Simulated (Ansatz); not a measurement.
Cubic perovskite RbMnF3

These are HSE06 (Ansatz, a quantum-chemistry and plane-wave program, plane waves, PAW) values and carry that method's errors.

Run with plane-wave cutoff 460 eV, 6×6×6 k mesh, Fermi–Dirac smearing 0.01 eV, spin-polarised start, scalar-relativistic PAW data made under PBE.

Cell: relaxed at this level.

| Quantity | Result |
|---|---|
| equilibrium volume per atom | 15.51 Å³/atom |
| bulk modulus | 65.5 GPa |
| band gap | 4.13 eV |
| smallest direct gap on the k points sampled | 6.12 eV |
| direct gap at Γ | 6.51 eV |
| equilibrium lattice constant a | 4.264 Å |
| pressure derivative B′ of the bulk modulus | 4.6 |

Measured, for comparison: equilibrium volume per atom 15.24 Å³/atom (room temperature, no zero-point or thermal correction; as tabulated in Dubrovin et al. (2021), arXiv:2110.13026). Computed (rounded) less measured: equilibrium volume per atom +1.8 %.

Note: the magnetic order was assumed, not searched for or taken from measurement; the relaxation could not lower the start's symmetry, so the cell can be a saddle point above a distorted one.

Spin–orbit coupling is not included.

Static lattice: no zero-point or thermal effects.

It cost around 40 core-minutes (rough) of CPU time.
